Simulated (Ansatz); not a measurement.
**Pressure series in Ca**

The parent structure is Ca (space group I4/mmm, No. 139; a = 4.4186 Å, c = 4.1399 Å; a cell from a computed database, its experimental status unchecked).

Cell and atoms are relaxed at each pressure.

Method: PBEsol in Ansatz (plane waves to 420 eV, PAW, without spin-orbit coupling).

Notes on the quantities. enthalpy: H = E + PV relative to the base's energy.

```tsv
change	enthalpy	density	shortest interatomic distance
base	–	1.65 g/cm³	374.8 pm
pressure −2 GPa	-0.54 eV/atom	1.42 g/cm³	393.2 pm
pressure −1 GPa	-0.26 eV/atom	1.54 g/cm³	382.9 pm
pressure 0.3 GPa	+0.07 eV/atom	1.68 g/cm³	372.7 pm
pressure 0.7 GPa	+0.17 eV/atom	1.71 g/cm³	369.9 pm
pressure 1.5 GPa	+0.36 eV/atom	1.79 g/cm³	364.4 pm
pressure 3 GPa	+0.70 eV/atom	1.90 g/cm³	356.8 pm
pressure 5 GPa	+1.12 eV/atom	2.04 g/cm³	348.7 pm
pressure 7.5 GPa	+1.61 eV/atom	2.19 g/cm³	340.7 pm
pressure 10 GPa	+2.07 eV/atom	2.32 g/cm³	334.1 pm
```

Load acts through the strain it causes; cell and atoms are relaxed under it. Whether these cells are dynamically stable was not tested. Competing high-pressure phases were not computed. Along this pressure series the structure jumps between pressure 0.7 GPa and pressure 1.5 GPa; cells beyond that are another form of it. This is not the structure that Ca has at room temperature and ambient pressure.

Ansatz is a quantum-chemistry and plane-wave program.
